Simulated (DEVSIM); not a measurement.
System: W/SiO2/n-GaAs capacitor, at 250 K.

```
layer (left to right)  material  thickness (nm)  Nd (cm⁻³)
---------------------  --------  --------------  ---------
1                          SiO2            12.0          -
2                          GaAs            4600       2e16
```

Metal gate on the left, work function 4.6 eV. Fixed charge at the semiconductor interface 0 cm⁻² (in units of +e); no interface traps.

Constants are typed, rounded textbook-type inputs, not results; the design itself was drawn at random and stands for no fabricated device. Values at 300 K; Nc and Nv go as T^1.5, mobilities as T to minus their exponent, the gap by Varshni's rule with the affinity fixed.

| parameter | SiO2 | GaAs |
|---|---|---|
| gap (eV) | 9 | 1.424 |
| affinity (eV) | 0.9 | 4.07 |
| permittivity | 3.9 | 12.9 |
| Nc (cm⁻³) | - | 4.7e17 |
| Nv (cm⁻³) | - | 9e18 |
| Varshni α (eV/K) | - | 0.000541 |
| Varshni β (K) | - | 204 |

DEVSIM, 1D Poisson equation in equilibrium, Boltzmann statistics, complete ionisation; no quantum confinement or tunnelling. Metal contacts follow the ideal Schottky-Mott rule: no Fermi-level pinning, no interface dipoles.

The substrate doping was swept, all else fixed.

```json
[
 {"substrate doping (cm^-3)": "1e15", "threshold voltage (band bending 2φF) (V)": "-0.80", "flat-band voltage (V)": "0.40", "minimum of the low-frequency capacitance (μF/cm²)": "0.00931"},
 {"substrate doping (cm^-3)": "2e15", "threshold voltage (band bending 2φF) (V)": "-0.84", "flat-band voltage (V)": "0.42", "minimum of the low-frequency capacitance (μF/cm²)": "0.0129"},
 {"substrate doping (cm^-3)": "4e15", "threshold voltage (band bending 2φF) (V)": "-0.90", "flat-band voltage (V)": "0.43", "minimum of the low-frequency capacitance (μF/cm²)": "0.0176"},
 {"substrate doping (cm^-3)": "1e16", "threshold voltage (band bending 2φF) (V)": "___", "flat-band voltage (V)": "0.45", "minimum of the low-frequency capacitance (μF/cm²)": "___"},
 {"substrate doping (cm^-3)": "2e16", "threshold voltage (band bending 2φF) (V)": "-1.12", "flat-band voltage (V)": "0.47", "minimum of the low-frequency capacitance (μF/cm²)": "0.0355"},
 {"substrate doping (cm^-3)": "4e16", "threshold voltage (band bending 2φF) (V)": "-1.28", "flat-band voltage (V)": "0.48", "minimum of the low-frequency capacitance (μF/cm²)": "0.0478"}
]
```

### Question
Complete the blanks.

### Answer

- 1e16, threshold voltage (band bending 2φF) (V): -1.01
- 1e16, minimum of the low-frequency capacitance (μF/cm²): 0.0264
